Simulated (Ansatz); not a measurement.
A computed series for GaP: alloy series

Take GaP in the zinc blende structure (space group F-43m, No. 216; a = 5.4385 Å) as the base.

The other end (x = 1) is InP in the zinc blende structure (space group F-43m, No. 216): 25.39 Å³/atom, gap 0.57 eV.

In replaces a fraction x of Ga; each row is one arrangement (x, atoms in the cell, starting space group or random), fully relaxed.

The values are results of DFT with PBEsol, PAW potentials and a 420 eV plane-wave cutoff in Ansatz (a first-principles code), no SOC, not measurements.

Candidates:
(a) x(In) = 0.5, 8 atoms, Cm
(b) x(In) = 0.25, 8 atoms, Amm2
(c) x(In) = 0.75, 8 atoms, P-43m

Before the change:

The band gap is 1.45 eV.

Problem. Order them by band gap, lowest first.

Solution. (c) x(In) = 0.75, 8 atoms, P-43m (0.77 eV), (a) x(In) = 0.5, 8 atoms, Cm (0.98 eV), (b) x(In) = 0.25, 8 atoms, Amm2 (1.02 eV)

These are small ordered cells, not random alloys; other orderings at the same x differ. Whether these cells are dynamically stable was not tested.
